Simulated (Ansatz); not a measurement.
## bcc Ca (high-temperature phase): properties by level of theory

```
level (code)     lattice parameter a (Å)  cohesive energy (eV/atom)
---------------  -----------------------  -------------------------
LDA (Ansatz)                       4.217                          …
r²SCAN (Ansatz)                        …                          …
PBE0 (Ansatz)                      4.458                       1.75
```

Task: Some entries are withheld; supply them.

Result: 
- LDA (Ansatz, a quantum-chemistry and plane-wave program), cohesive energy (eV/atom): 2.19
- r²SCAN (Ansatz), lattice parameter a (Å): 4.425
- r²SCAN (Ansatz), cohesive energy (eV/atom): 2.07

Caveats: symmetry holds this phase in the static calculation, where it need not be a minimum (LDA, r²SCAN, PBE0). Ansatz's density-functional and Hartree–Fock values are scalar-relativistic unless marked +SOC, with PAW data made under PBE.

Free atoms are spin-polarised, in the lowest state found; at levels without +SOC their spin–orbit coupling is left out.

Computed values are for the static lattice.
